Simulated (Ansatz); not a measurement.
We consider BSiCN (model structure, started from the AlSiCN type, P3m1, No. 156, 4 atoms in the cell), described by r²SCAN in Ansatz (PAW).

Run with plane-wave cutoff 560 eV, 12×12×8 k mesh (along the axes of the cell as run), Fermi–Dirac smearing 0.01 eV, scalar-relativistic PAW data made under PBE.

The cell is the one relaxed with PBEsol. Conventional cell: a = 2.8615 Å, b = 2.8615 Å, c = 4.6351 Å, α = 90.00°, β = 90.00°, γ = 120.00°.

```
CELL_PARAMETERS angstrom
      2.86149     0.00000     0.00000
     -1.43075     2.47813     0.00000
      0.00000     0.00000     4.63507
ATOMIC_POSITIONS crystal
  B  0.33333 0.66667 0.49143
  Si 0.66667 0.33333 0.00173
  C  0.33333 0.66667 0.14588
  N  0.66667 0.33333 0.61095
```

List the 9 lowest band energies at Γ above −25 eV (eV, relative to the valence band maximum), grouping those that round alike.

At Γ: -19.35, -14.75, -10.35, -2.85 (×2), -1.13, 0.00 (×2), 4.16.

Note: the relaxation could raise the start's symmetry but not lower it, so the cell can be a saddle point; cell and atoms aren't relaxed at this level (largest force component 0.34 eV/Å, pressure 0.3 GPa).

A model structure was made by putting elements into a prototype or built by hand; it is no filed structure, need not be a known phase, and can be a saddle point held by its symmetry.

Ansatz is a first-principles code.
